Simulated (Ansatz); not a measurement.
**What Ce on a Zr site, symmetric start does to Zr**

Start from an 8-atom supercell of Zr in the hcp (Mg type) structure (space group P6_3/mmc, No. 194; a = 3.185 Å, c = 5.117 Å) at its relaxed geometry.

Modification: a neutral Ce on a Zr site, symmetric start, atoms relaxed at fixed cell.

The values are results of PBEsol (Ansatz, a program for electronic structure; PAW; 420 eV plane waves; no spin-orbit coupling), earlier PAW set, not measurements. k-mesh 9×9×9 (Γ-centred); smearing 0.05 eV (Fermi–Dirac).

```csv
quantity,base,changed,shift
pressure,0.0 GPa,2.2 GPa,+2.2 GPa
energy gained by relaxation,–,0.06 eV,–
largest displacement of a host atom from its site in the perfect cell,–,0.06 Å,–
mean distance from the defect site to its nearest host atoms,3.15 Å,3.19 Å,+0.04 Å
```

Other magnetic orders, which the real material may have, were not ruled out. The 4f electrons are in the valence with no U and their state was not checked, so volumes and moments can be off. The cell is small, so the values are those of an ordered compound at a high defect concentration; dilute-limit values will differ. The defect started on the symmetric site and kept its symmetry, so it may sit on a saddle. Starting moments died away, wholly or in part, for Ce on a Zr site; another magnetic solution may exist. Spin-polarised in the final run: Ce on a Zr site; the other runs are not. The defect cell is spin-polarised and ends with 0.0 μB.
